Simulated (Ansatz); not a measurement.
Base system: AlRu in the CsCl type structure (space group Pm-3m, No. 221; a = 3.0048 Å; relaxed with 0.1 eV smearing).

Calculations: PBE, PAW, 420 eV (Ansatz, a first-principles code; no spin-orbit coupling).

For the base:

| Property | Value |
|---|---|
| Pressure | 0.0 GPa |

The change: the cell is scaled by 0.9850 in all directions; the atoms relax in the strained cell.

Problem. How does this affect the pressure and energy relative to the base?

Solution. The pressure goes from zero to 10.2 GPa; the energy rises by 18 meV/atom.

Stability against distortions was not tested. All final runs are without spin polarisation.
